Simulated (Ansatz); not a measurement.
Structures of equal composition on the (0001) surface of wurtzite GaN (Ga plane on top): 2x2 Al adatom at H3; 2x2 Al adatom at T4. The slabs share one bottom face, and each structure is named by its start. These are constructed structures in small cells; real faces may alloy, dewet or reconstruct in larger ones, and not all known structures of the face are among them. Slabs of about 14 Å with all that they carry, Fermi-Dirac smearing of 0.025 eV. Bottom of the slabs: H caps. Relaxed from the named starts with such symmetry as they have, on meshes of like density; energies extrapolated to zero smearing; no spin-orbit coupling, no U. Spin-polarised runs, if any, are marked in brackets, and their order is one that fits the cell; the others ran without spin. Where a second, spin-polarised start was run, the lower counts.

Host crystal: wurtzite GaN, with a band gap (PBE, scalar-relativistic without spin-orbit coupling).

Method: PBE (plane waves to 420 eV, PAW; Ansatz, a quantum-chemistry and plane-wave program).

Q: Order them by energy per 1x1 cell (lowest first) at the level PBE.

A: 2x2 Al adatom at T4 (0.000 eV, gap 0.46 eV on the mesh), 2x2 Al adatom at H3 (0.073 eV, gap 0.41 eV on the mesh)
